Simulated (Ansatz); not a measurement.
The parent structure is CdTe in the wurtzite structure (space group P6_3mc, No. 186; a = 4.5829 Å, c = 7.5160 Å; a cell from a computed database, its experimental status unchecked).

Levels (all Ansatz, a first-principles code, PAW): PBEsol (420 eV, scalar-relativistic without spin-orbit coupling); HSE06 (420 eV, no spin-orbit coupling).

Its gap is 0.69 eV with PBEsol and 1.66 eV with HSE06.

It is then changed as follows: a hydrostatic pressure of 3 GPa.

With PBEsol the gap becomes 0.88 eV.

Q: If the HSE06 correction stayed the same, what would the HSE06 gap be, and what does the HSE06 run give?

A: A rigid correction of +0.97 eV gives 1.85 eV. The HSE06 run gives 1.88 eV, so the two effects roughly add.

Single points use the geometry relaxed with PBEsol. With Te present, leaving out spin-orbit coupling can change the band edges. Load acts through the strain it causes; cell and atoms are relaxed under it. Stability against distortions was not tested. The base started in Cmc2_1 and relaxed to P6_3mc at this level. This is not the structure that CdTe has at room temperature and ambient pressure.
